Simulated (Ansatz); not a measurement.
SiC under load (space group F-43m), Ansatz (an electronic-structure program) with r2SCAN with spin-orbit coupling, rigid bands. Condition of this run: hydrostatic pressure 10 GPa (the target of the relaxation). Band gap 1.68 eV, N_c = 1.34e19 cm⁻³ and N_v = 1.43e20 cm⁻³ at 300 K, conductivity masses of 0.292 mₑ (electrons) and 0.686 mₑ (holes). Take k_BT = 0.02585 eV.

Problem. What thermal injection velocity √(2k_BT/πm) limits a ballistic channel?

Solution. 9.96e6 cm/s for electrons and 6.50e6 cm/s for holes, a ratio of √(m_h/m_e) = 1.53, for dilute carriers.

Problem. Find the intrinsic carrier density and the intrinsic Fermi level.

Solution. n_i = √(N_c N_v) exp(−E_g/2k_BT) = 4.38e19 × exp(−32.49) = 3.4e5 cm⁻³. The level lies (k_BT/2) ln(N_v/N_c) = 31 meV from mid-gap (positive towards the conduction band). Each 0.1 eV added to the gap lowers n_i by a factor of 6.9.

Problem. What built-in voltage has an abrupt junction with N_A = 1e17 and N_D = 1e17 cm⁻³, all dopants ionised?

Solution. V_bi = E_g/e − (k_BT/e) ln(N_c N_v/(N_A N_D)) = 1.68 − 0.02585 × 12.16 = 1.37 V, for the computed gap.

Rigid bands with the computed gap; masses take one relaxation time for all states.
